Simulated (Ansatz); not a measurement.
Results of r²SCAN-D4 (PAW; Ansatz, a first-principles code) for TbSi (Pnma, No. 62; cell taken from a computed entry).

Run with plane-wave cutoff 500 eV, 6×10×8 k mesh (along the axes of the cell as run), Fermi–Dirac smearing 0.05 eV, spin-polarised start, scalar-relativistic PAW data made under PBE.

Computed at the level's own relaxed cell.

Question: What does this level give for the volume per atom?

Answer: 
- volume per atom = 21.55 Å³/atom

Note: the magnetic order was assumed, not searched for or taken from measurement; the relaxation could not lower the start's symmetry, so the cell can be a saddle point above a distorted one; the 4f shell is treated without U or exact exchange, so its levels and filling can be wrong.

Spin–orbit coupling is not included.

Computed values are for the static lattice.
